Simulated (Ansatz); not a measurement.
HfN (rock salt, Fm-3m), quasi-harmonic lattice dynamics with DFT at the PBE level (Ansatz, a quantum-chemistry and plane-wave program). Spin-orbit coupling is not included.

```csv
T (K),α_L (10⁻⁶/K),C_P (J/mol/K),bulk modulus B_T (GPa),γ
300,7.2,41.2,(withheld),1.91
350,7.6,(withheld),250,1.91
400,8.0,45.4,248,1.92
450,8.3,46.7,247,1.92
600,8.9,49.5,241,1.93
700,9.3,50.7,237,1.94
850,9.7,52.2,231,1.96
900,9.8,52.6,229,1.96
```

Question: Fill in the missing entries.

Answer: 
- 300, bulk modulus B_T (GPa): 252
- 350, C_P (J/mol/K): 43.6

No phase change or melting is allowed for: the numbers belong to this structure as given.
